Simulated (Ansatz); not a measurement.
F on the 1x1 (111) surface of fcc Pt, one in a 3x3 cell, started at the site 'hollow Pt-Pt-Pt over Pt at depth 2.3 Å'

Computed with PBE (plane waves to 420 eV, PAW; Ansatz, a quantum-chemistry and plane-wave program).

Model: 37-atom slab, 6.9 Å thick at the start under the adsorbate (thin: gaps and levels are the slab's own), 4x4x1 mesh, Fermi-Dirac 0.1 eV, dipole correction, 18 atoms held, the rest relaxed; start symmetry kept, larger cells not searched; no spin, no spin-orbit, no U, no dispersion correction. At the end it is bonded to 3 Pt. In PBE this state lies 0.46 eV over the lowest of the starts that converged ('top Pt').

The adsorption energy against ½ F2(g) comes out as -1.34 eV and the work function of the top face is 6.17 eV. The change of the work function comes out as 0.49 eV and the change of the step from the bottom to the top vacuum level, against the clean slab comes out as 0.48 eV. The energy released by relaxation comes out as 1.88 eV and the height of the binding atom over the mean of the host atoms within 0.3 Å of the top one is 1.754 Å. The nearest host atoms of the binding atom is Pt at 2.41 Å, Pt at 2.41 Å, Pt at 2.41 Å and the largest move of a host atom is 0.03 Å.

A negative adsorption energy means that the adsorbate is more stable on the surface than in its reference.
